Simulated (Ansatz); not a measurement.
Relaxation of the outer planes of the (100) surface of fcc Cu in its 1x1 cell, outermost plane spacing 1.82 Å in the ideal cut.

All values below come from PBE (plane waves to 420 eV, PAW; Ansatz, a program for electronic structure).

Set-up: 7 atoms, 10.9 Å thick at the start; mesh 15x15x1; 0.1 eV smearing; dipole correction on; all atoms relaxed; start symmetry kept, larger cells not searched; no spin, no spin-orbit, no U.

```csv
plane,atoms,bulk spacing to the next (Å),relaxed spacing (Å),change (%),rumpling (Å)
1,Cu,1.815,1.759,-3.1,0.00
2,Cu,1.815,1.825,0.5,0.00
```
